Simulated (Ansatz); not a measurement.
An Ansatz (a quantum-chemistry and plane-wave program) input (Kohn–Sham DFT with the PBE functional, run in Ansatz with PAW and 420 eV plane waves, no SOC, earlier PAW set):

Ansatz 0.2 input:
```yaml
crystal:
  lattice:
    - [2.5540817996, 0, 0]
    - [-1.2770408998, 2.2118997218, 0]
    - [0, 0, 4.2239326924]
  atoms:
    - { symbol: B, position: [0.6666666667, 0.3333333333, 0.9999162638] }
    - { symbol: B, position: [0.3333333333, 0.6666666667, 0.4999162638] }
    - { symbol: N, position: [0.6666666667, 0.3333333333, 0.6252837362] }
    - { symbol: N, position: [0.3333333333, 0.6666666667, 0.1252837362] }
basis: { ecutwfc: 420, ecutrho_ratio: 4, xc_grid: 2, fft_grid_basis: typed }
kpoints: { mp_grid: { grid: [15, 15, 8] } }
hamiltonian:
  xc: pbe
  dispersion: none
  pseudopotentials: { azcp: { folder: ./paw }, kind: paw }
scf: { occupations: { method: fermi_dirac, width: 0.05 }, convergence: { dr2_threshold: 0.0000000004 } }
output: { forces: true, stress: true }
```

Question: Which symmetry and how many k-points will the program report, and about how many plane waves at Γ?

Answer: Space group P63mc (ITA 186) with 12 operations, k-points 135 of 1800, and 465 plane waves at Γ.

Stability against distortions was not tested. The cell is BN in the wurtzite structure (space group P6_3mc, No. 186).
